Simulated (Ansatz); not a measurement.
The parent structure is BP in the zinc blende structure (space group F-43m, No. 216; a = 4.548 Å).

All numbers come from plane-wave PAW DFT at the PBE level (Ansatz, a quantum-chemistry and plane-wave program, 420 eV), no SOC.

Strains are applied to the cell and any free atomic positions relax.

One change was made to it. Results:

| quantity | base | after |
|---|---|---|
| energy relative to the base (free energy F) | 0 meV/atom | +52 meV/atom |
| band gap | 1.25 eV | 1.11 eV |
| hole mass (degenerate bands, along [100]) | 0.26, 0.26, 0.33 mₑ (at Γ) | 0.25, 0.25, 0.38 mₑ (at Γ) |
| width of the top valence band | 5.43 eV | 5.97 eV |

**Question.** Name the change that was made.
A. isotropic strain +0.50 %
B. isotropic strain −3.00 %
C. isotropic strain −1.50 %
D. isotropic strain −2.00 %

**Answer.** B, isotropic strain −3.00 %. For comparison, the band gap in the other runs: isotropic strain −1.50 % gives 1.18 eV; isotropic strain −2.00 % gives 1.16 eV; isotropic strain +0.50 % gives 1.27 eV.

Effective masses come from finite differences of ±0.01 Å⁻¹. Whether these cells are dynamically stable was not tested.
